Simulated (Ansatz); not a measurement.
How the lattice constant a of BP (model structure, started from the WC type, P-6m2, No. 187, 2 atoms in the cell) moves with the method

No measured value is used here.

```
level (code)         value (Å)
-------------------  ---------
PBE (Ansatz)             3.017
PBEsol (Ansatz)          2.981
PBE-D3(BJ) (Ansatz)        [?]
r²SCAN (Ansatz)          3.032
```

**Question.** Complete the blanks.

**Answer.** 
- PBE-D3(BJ) (Ansatz, a quantum-chemistry and plane-wave program), value (Å): 2.975

Ansatz's density-functional and Hartree–Fock values are scalar-relativistic unless marked +SOC, with PAW data made under PBE.

A model structure was made by putting elements into a prototype or built by hand; it is no filed structure, need not be a known phase, and can be a saddle point held by its symmetry.
